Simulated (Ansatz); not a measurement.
A constructed model of the (111) surface of fcc Rh, p(2x2) layer of Te, one a cell, on the site that continues the host's stacking (bottom of the slab: a bare face, its two planes held)

These are PBE (plane waves to 420 eV, PAW; Ansatz, a first-principles code) values and carry that method's errors.

Slab: 25 atoms, 13.5 Å thick at the start with caps and adatoms (thin: gaps and levels are the slab's own); k 8x8x1, smearing 0.1 eV, dipole-corrected; 8 atoms held, the rest relaxed; held to the start's symmetry, so lower structures may exist; no spin, no spin-orbit, no U. It is one candidate, not shown to be the stable structure of the face.

The work function of the top face is 4.41 eV and the energy released by relaxation is 0.82 eV. The cost is around 18 core-minutes (rough).
